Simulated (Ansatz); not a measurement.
# Effect of uniaxial strain ε_zz = −0.50 % on WSi2

The parent structure is WSi2 (space group I4/mmm, No. 139; a = 3.185 Å, c = 7.773 Å; relaxed with 0.1 eV smearing). Axes: x, y, z lie along a, b, c of the conventional cell.

Now apply this change: uniaxial strain ε_zz = −0.50 %, all other strain components held at zero; the atoms relax in the strained cell.

All numbers come from LDA (Ansatz, a first-principles code; PAW; 420 eV plane waves; spin-orbit coupling left out). k-mesh 25×25×25 (Γ-centred); smearing 0.1 eV (Fermi–Dirac).

The volume per atom decreases by 0.066 Å³, from 13.14 Å³ to 13.08 Å³ and the space group is still I4/mmm (No. 139). The shortest interatomic distance drops by 1.2 pm, from 257.1 pm to 255.9 pm and the energy grows by 0.6 meV/atom. The pressure (mean of the normal stresses, compression positive) goes from zero to 1.3 GPa and the band gap remains zero. The stress (xx, yy, zz, yz, xz, xy; compression positive) comes out as (0.5, 0.5, 2.9, 0.0, 0.0, 0.0) GPa.

Final structure:

```xyz
3
Lattice="-1.5926 1.5926 3.8671 1.5926 -1.5926 3.8671 1.5926 1.5926 -3.8671" Properties=species:S:1:pos:R:3 pbc="T T T"
Si     0.0000     0.0000     5.1465
Si     0.0000     0.0000     2.5877
W      0.0000     0.0000     0.0000
```

Cost of the whole job for the changed cell (relaxation, final SCF and bands): about 60 core-seconds (a rough figure).

No phonon test of stability was made. All final runs are without spin polarisation.
